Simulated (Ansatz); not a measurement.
Consider Pt in the fcc (Cu type) structure (space group Fm-3m, No. 225; a = 3.9721 Å; relaxed with 0.1 eV smearing).

Level of theory: PBE/PAW in Ansatz (a first-principles code), no SOC.

Before the change:

```
Property   Result
--------  -------
Pressure  0.0 GPa
```

The change: an isotropic linear strain of −3.60 %, atoms relaxed at fixed cell.

**Question.** What happens to the pressure and energy relative to the base?

**Answer.** The pressure goes from zero to 36.5 GPa; the energy goes up by 165 meV/atom.

No phonon test of stability was made. All final runs are without spin polarisation.
